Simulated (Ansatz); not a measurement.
Here is the system:

```xyz
2
Lattice="0.0000 2.2601 2.2601 2.2601 0.0000 2.2601 2.2601 2.2601 0.0000" Properties=species:S:1:pos:R:3 pbc="T T T"
B      0.0000     0.0000     0.0000
P      1.1301     1.1301     1.1301
```

These are PBEsol with spin-orbit coupling, rigid bands (plane waves, PAW; Ansatz, an electronic-structure program) values and carry that method's errors. How the cell was made: cell and atoms relaxed with PBEsol.

**Question.** What conductivity effective mass do dilute electrons have at 300 K?

**Answer.** 0.33 mₑ.

**Question.** What conductivity effective mass do dilute holes have at 300 K?

**Answer.** 0.42 mₑ.

**Question.** And the band gap?

**Answer.** 1.10 eV at this level; semilocal functionals usually fall short of the measured gap.

Rigid bands, one relaxation time for all states, no polarons.
